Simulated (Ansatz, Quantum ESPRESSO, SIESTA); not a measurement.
## Code comparison for Zr₂Al₃Zn (R-3m, 6 atoms in the cell)

Self-consistent single point, at a second geometry (lattice scaled by 0.98). First geometry:

```
Zr2Al3Zn
1.0
    2.66596     1.53919     4.26785
   -2.66596     1.53919     4.26785
    0.00000    -3.07839     4.26785
Zr Al Zn
2 3 1
Direct
  0.62451   0.62451   0.62451
  0.37549   0.37549   0.37549
  0.00000   0.50000   0.00000
  0.00000   0.00000   0.50000
  0.50000   0.00000   0.00000
  0.00000   0.00000   0.00000
```

Shared settings, as Ansatz (a program for electronic structure) writes them: kpoints.mp_grid.grid = 7 7 7; scf.occupations.method = gaussian; scf.occupations.width = 0.136 eV. Potentials and cutoffs stand in the table.

```csv
code,model,ΔF from the first geometry (meV/atom),pressure (GPa),largest force (eV/Å),cutoff
Ansatz,"PBEsol, PAW files made with PBE",-0.3,3.76,0.045,420 eV
SIESTA,"GGA PBEsol, numerical atomic orbitals DZP, PseudoDojo PBEsol standard norm-conserving potentials (rewritten from UPF to PSML)",-3.9,3.39,0.045,grid 350 Ry
Quantum ESPRESSO,"PBEsol, PSlibrary PAW (PBE) pseudopotentials",0.3,3.53,0.043,55 Ry
```

The spread over the programs that give each value: ΔF from the first geometry within 4.2 meV/atom; pressure within 0.37 GPa; largest force within 0.002 eV/Å.

SIESTA uses small atom-centred bases, whose incompleteness enters pressures, forces and empty levels differently from a plane-wave cutoff. Ansatz's pressure is given at a fixed set of plane waves, as the other plane-wave codes print theirs.

The starting cell comes from a database of computed structures (which also holds hypothetical and non-ambient phases and stackings), without a prior relaxation at this level. Its lattice was rescaled by a random factor within 2.5 % of one. For this run, on top of that: lattice scaled by 0.98.

Keys are those of Ansatz 0.2.
